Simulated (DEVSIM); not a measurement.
Device: Si n-i-p diode, at 250 K.

```
layer (left to right)  material  thickness (μm)  Nd (cm⁻³)  Na (cm⁻³)  τn (s)  τp (s)
---------------------  --------  --------------  ---------  ---------  ------  ------
1                            Si           0.280     1.3e18          -  2.5e-6  2.5e-6
2                            Si            1.40          -     8.6e12  2.5e-6  2.5e-6
3                            Si            2.30          -     8.2e18  2.5e-6  2.5e-6
```

Left contact: ohmic. Right contact: ohmic. Voltage is applied to the left contact. Recombination: SRH at mid-gap, radiative, Auger. Mobility is μmin + (μ − μmin)/(1 + (N/Nref)^α).

The device is made up for the run: typed textbook-type constants, with dimensions and the other settings drawn at random. Values at 300 K; Nc and Nv go as T^1.5, mobilities as T to minus their exponent, the gap by Varshni's rule with the affinity fixed.

| parameter | Si |
|---|---|
| gap (eV) | 1.124 |
| affinity (eV) | 4.05 |
| permittivity | 11.7 |
| Nc (cm⁻³) | 2.86e19 |
| Nv (cm⁻³) | 3.1e19 |
| μn (cm²/Vs) | 1417 |
| μp (cm²/Vs) | 470 |
| μn,min | 52 |
| μp,min | 45 |
| Nref,n | 9.7e16 |
| Nref,p | 2.2e17 |
| αn | 0.68 |
| αp | 0.72 |
| T exponent of μn | 2.3 |
| T exponent of μp | 2.2 |
| B (cm³/s) | 4.7e-15 |
| Cn (cm⁶/s) | 2.8e-31 |
| Cp (cm⁶/s) | 9.9e-32 |
| Varshni α (eV/K) | 0.000473 |
| Varshni β (K) | 636 |

Model (solved in DEVSIM): 1D drift-diffusion, Boltzmann statistics, complete ionisation; no tunnelling, impact ionisation, image-force lowering or self-heating.

Question: Tabulate band edges, carrier densities and field at -0.9 V on the left contact.

Answer: Energies count from the Fermi level of the right contact; mesh points crowd at the junctions.

```json
[
 {"x (μm)": "0.000", "Ec (eV)": "0.961", "Ev (eV)": "-0.175", "n (cm⁻³)": "1.3e18", "p (cm⁻³)": "< 1e2", "field (V/cm)": "≈ 0"},
 {"x (μm)": "0.03002", "Ec (eV)": "0.961", "Ev (eV)": "-0.175", "n (cm⁻³)": "1.3e18", "p (cm⁻³)": "6.7e14", "field (V/cm)": "≈ 0"},
 {"x (μm)": "0.08690", "Ec (eV)": "0.961", "Ev (eV)": "-0.175", "n (cm⁻³)": "1.3e18", "p (cm⁻³)": "1.9e15", "field (V/cm)": "≈ 0"},
 {"x (μm)": "0.1842", "Ec (eV)": "0.961", "Ev (eV)": "-0.175", "n (cm⁻³)": "1.3e18", "p (cm⁻³)": "4.1e15", "field (V/cm)": "≈ 0"},
 {"x (μm)": "0.2588", "Ec (eV)": "0.961", "Ev (eV)": "-0.175", "n (cm⁻³)": "1.3e18", "p (cm⁻³)": "5.7e15", "field (V/cm)": "110"},
 {"x (μm)": "0.2831", "Ec (eV)": "0.992", "Ev (eV)": "-0.144", "n (cm⁻³)": "3.0e17", "p (cm⁻³)": "2.7e16", "field (V/cm)": "32000"},
 {"x (μm)": "0.3192", "Ec (eV)": "1.018", "Ev (eV)": "-0.118", "n (cm⁻³)": "9.2e16", "p (cm⁻³)": "8.8e16", "field (V/cm)": "480"},
 {"x (μm)": "0.4407", "Ec (eV)": "1.018", "Ev (eV)": "-0.118", "n (cm⁻³)": "9.0e16", "p (cm⁻³)": "9.0e16", "field (V/cm)": "≈ 0"},
 {"x (μm)": "0.6795", "Ec (eV)": "1.018", "Ev (eV)": "-0.118", "n (cm⁻³)": "9.1e16", "p (cm⁻³)": "9.1e16", "field (V/cm)": "≈ 0"},
 {"x (μm)": "1.133", "Ec (eV)": "1.018", "Ev (eV)": "-0.118", "n (cm⁻³)": "9.2e16", "p (cm⁻³)": "9.2e16", "field (V/cm)": "≈ 0"},
 {"x (μm)": "1.455", "Ec (eV)": "1.018", "Ev (eV)": "-0.119", "n (cm⁻³)": "9.3e16", "p (cm⁻³)": "9.3e16", "field (V/cm)": "≈ 0"},
 {"x (μm)": "1.619", "Ec (eV)": "1.017", "Ev (eV)": "-0.119", "n (cm⁻³)": "9.3e16", "p (cm⁻³)": "9.4e16", "field (V/cm)": "53"},
 {"x (μm)": "1.667", "Ec (eV)": "1.032", "Ev (eV)": "-0.105", "n (cm⁻³)": "4.9e16", "p (cm⁻³)": "1.8e17", "field (V/cm)": "17000"},
 {"x (μm)": "1.691", "Ec (eV)": "1.114", "Ev (eV)": "-0.022", "n (cm⁻³)": "1.1e15", "p (cm⁻³)": "8.2e18", "field (V/cm)": "59"},
 {"x (μm)": "1.763", "Ec (eV)": "1.114", "Ev (eV)": "-0.022", "n (cm⁻³)": "1.0e15", "p (cm⁻³)": "8.2e18", "field (V/cm)": "≈ 0"},
 {"x (μm)": "1.895", "Ec (eV)": "1.114", "Ev (eV)": "-0.023", "n (cm⁻³)": "9.7e14", "p (cm⁻³)": "8.2e18", "field (V/cm)": "≈ 0"},
 {"x (μm)": "2.209", "Ec (eV)": "1.114", "Ev (eV)": "-0.023", "n (cm⁻³)": "8.2e14", "p (cm⁻³)": "8.2e18", "field (V/cm)": "≈ 0"},
 {"x (μm)": "2.876", "Ec (eV)": "1.113", "Ev (eV)": "-0.023", "n (cm⁻³)": "5.1e14", "p (cm⁻³)": "8.2e18", "field (V/cm)": "≈ 0"},
 {"x (μm)": "3.636", "Ec (eV)": "1.113", "Ev (eV)": "-0.023", "n (cm⁻³)": "1.6e14", "p (cm⁻³)": "8.2e18", "field (V/cm)": "≈ 0"},
 {"x (μm)": "3.839", "Ec (eV)": "1.113", "Ev (eV)": "-0.023", "n (cm⁻³)": "6.5e13", "p (cm⁻³)": "8.2e18", "field (V/cm)": "≈ 0"},
 {"x (μm)": "3.933", "Ec (eV)": "1.113", "Ev (eV)": "-0.023", "n (cm⁻³)": "2.2e13", "p (cm⁻³)": "8.2e18", "field (V/cm)": "≈ 0"},
 {"x (μm)": "3.980", "Ec (eV)": "1.113", "Ev (eV)": "-0.023", "n (cm⁻³)": "< 1e2", "p (cm⁻³)": "8.2e18", "field (V/cm)": "≈ 0"}
]
```
